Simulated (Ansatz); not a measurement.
Worked example: self-consistent single point of Si2W3 (P4/mbm, 10 atoms in the cell) in Ansatz (a first-principles code).

Method of the run: RPBE, default PAW files made with PBE (plane waves; Ansatz).

```
Si2W3
1.0
    6.61585     0.00000     0.00000
    0.00000     6.61585     0.00000
    0.00000     0.00000     3.34350
Si W
4 6
Direct
  0.13400   0.63400   0.00000
  0.86600   0.36600   0.00000
  0.36600   0.13400   0.00000
  0.63400   0.86600   0.00000
  0.50000   0.50000   0.00000
  0.00000   0.00000   0.00000
  0.65984   0.15984   0.50000
  0.34016   0.84016   0.50000
  0.84016   0.65984   0.50000
  0.15984   0.34016   0.50000
```

Reference input (self-consistent single point, DFT, LDA (PW92), plane waves, default PAW files made with PBE): basis.ecutwfc = 30.9 Ry; kpoints.mp_grid.grid = 4 4 7; hamiltonian.xc = lda; hamiltonian.pseudopotentials = {kind: paw} (the program's default PAW files); scf.occupations.method = cold; scf.occupations.width = 0.01 Ry. This run's input differs from it in these lines:

Ansatz 0.2 input:
```diff
@@ -22,3 +22,3 @@
 hamiltonian:
-  xc: lda
+  xc: rpbe
   pseudopotentials: { kind: paw }
```

Output, abridged:

```
SCF iter   1: F=—  HF=-64940.596454 eV  |F-HF|=—  |Δ(HF+E_count)|=         —  Δρ=9.23e-3  dr2=1.58e-1  ethr=1.77e-3  ⟨swp⟩=6.0  Hψ=5612  notcnv=0
all-band conjugate gradients solve this SCF's bands
preconditioner: auto → Kerker (q_TF=auto, 2.561 Å⁻¹)
SCF iter   2: F=—  HF=-64940.573483 eV  |F-HF|=—  |Δ(HF+E_count)|=   2.30e-2  S|Δr|=    0.00e0  Δρ=4.96e-3  dr2=4.04e-2  ethr=1.58e-4  ⟨swp⟩=1.0  Hψ=1657  notcnv=0
   [... lines left out ...]
SCF iter   5: F=—  HF=-64940.566721 eV  |F-HF|=—  |Δ(HF+E_count)|=   5.11e-5  S|Δr|=    0.00e0  Δρ=3.51e-5  dr2=2.70e-6  ethr=7.60e-8  ⟨swp⟩=2.1  Hψ=1947  notcnv=0
SCF iter   6: F=—  HF=-64940.566720 eV  |F-HF|=—  |Δ(HF+E_count)|=   5.78e-7  S|Δr|=    0.00e0  Δρ=7.82e-6  dr2=1.18e-7  ethr=2.70e-9  ⟨swp⟩=2.0  Hψ=1977  notcnv=0
SCF iter   7: F=-64940.566720 eV  HF=-64940.566720 eV  |F-HF|=1.68e-9  |Δ(HF+E_count)|=   1.83e-8  S|Δr|=    0.00e0  Δρ=1.19e-6  dr2=2.94e-9  ethr=1.00e-10  ⟨swp⟩=9.8  Hψ=5443  notcnv=0
SCF 1 converged in 7 iterations: F = -64940.566720 eV  dr2 = 2.94e-9
Stability not checked (fill_not_monotonic)
Free energy (F): -64940.566720 eV
Internal energy: -64940.587180 eV  (E = F + TS)
E sigma→0 (E₀):  -64940.573540 eV
Entropy (-TS):   0.020459 eV (2.046 meV/atom)
Fermi energy:    19.196420 eV
--- Forces (eV/Å), atoms counted from 1 ---
  atom   1  Si     0.00906093     0.00906093     0.00000000
  atom   2  Si    -0.00906093    -0.00906093     0.00000000
  atom   3  Si    -0.00906093     0.00906093     0.00000000
  atom   4  Si     0.00906093    -0.00906093     0.00000000
   [... lines left out ...]
  atom  10  W      0.04174979    -0.04174979     0.00000000
--- Stress (GPa, compression-positive) ---
        2.122800       0.000000       0.000000
        0.000000       2.122800       0.000000
        0.000000       0.000000       1.510161
  P = ⅓ Tr σ = 1.9186 GPa (19.186 kbar)
  The stress holds the Pulay correction. Without it, at fixed plane waves, as pw.x and ABINIT print it: P = 1.8603 GPa
```

The run converged in 7 iterations. Against the reference run the pressure goes from -12.30 to 1.92 GPa and the largest force goes from 0.087 to 0.059 eV/Å.

The starting cell comes from a database of computed structures (which also holds hypothetical and non-ambient phases and stackings), without a prior relaxation at this level. Spin polarisation is off. Ansatz's pressure includes its estimate of the finite-basis (Pulay) stress.
